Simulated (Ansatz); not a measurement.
Results of r²SCAN (Ansatz, an electronic-structure program, PAW) for Si (model structure, R-3m, No. 166, 6 atoms in the cell).

Settings: plane-wave cutoff 560 eV, 10×10×10 k mesh, Fermi–Dirac smearing 0.01 eV, scalar-relativistic PAW data made under PBE.

Cell (relaxed at this level):

```cif
data_Si6
_chemical_formula_sum 'Si6'
_space_group_name_H-M_alt 'P 1'
_space_group_IT_number 1
_cell_length_a 9.73866
_cell_length_b 9.73866
_cell_length_c 9.73866
_cell_angle_alpha 22.726
_cell_angle_beta 22.726
_cell_angle_gamma 22.726
loop_
_space_group_symop_operation_xyz
  'x, y, z'
loop_
_atom_site_label
_atom_site_type_symbol
_atom_site_fract_x
_atom_site_fract_y
_atom_site_fract_z
_atom_site_occupancy
Si1 Si 0.73591 0.73591 0.73591 1
Si2 Si 0.81932 0.81932 0.81932 1
Si3 Si 0.18068 0.18068 0.18068 1
Si4 Si 0.26409 0.26409 0.26409 1
Si5 Si 0.95864 0.95864 0.95864 1
Si6 Si 0.04136 0.04136 0.04136 1
```

Question: What does this level give for the band gap, smallest direct gap on the k points sampled and Γ–Γ gap?

Answer: 
- band gap: 0.69 eV (indirect)
- smallest direct gap on the k points sampled: 1.71 eV
- Γ–Γ gap: 1.72 eV

Note: the relaxation could raise the start's symmetry but not lower it, so the cell can be a saddle point.

Static lattice: no zero-point or thermal effects.

A model structure was made by putting elements into a prototype or built by hand; it is no filed structure, need not be a known phase, and can be a saddle point held by its symmetry.
